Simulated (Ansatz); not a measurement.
Results of G0W0@PBEsol (Ansatz, an electronic-structure program, plane waves, hard PAW, contour deformation) for NaH (Fm-3m, No. 225, 2 atoms in the cell; start COD 9008680).

The same calculation (at a fixed cell, not relaxed at this level and not confirmed as the measured one, 14.527 Å³/atom) with different numerical settings; throughout: k mesh 2×2×2:

```
run  response cutoff (eV)  empty bands  quasiparticle gap on the mesh (eV)  quasiparticle gap at Γ (eV)  rough time
---  --------------------  -----------  ----------------------------------  ---------------------------  ----------
1                     100          121                               5.241                       16.059    3 core-s
2                     150          223                               5.309                       15.976    4 core-s
3                     200          343                               5.347                       15.949   10 core-s
4                     250          479                               5.369                       15.926   30 core-s
5                     300          630                               5.381                       15.915   30 core-s
6                     400          970                                 ___                          ___   80 core-s
```

Q: What belongs in the gaps?

A: 
- 6, quasiparticle gap on the mesh (eV): 5.394
- 6, quasiparticle gap at Γ (eV): 15.908

In the column quasiparticle gap on the mesh (eV) the first row differs from the last by -0.153 and the next to last by -0.013.

The last row is no converged limit: other settings stay fixed.
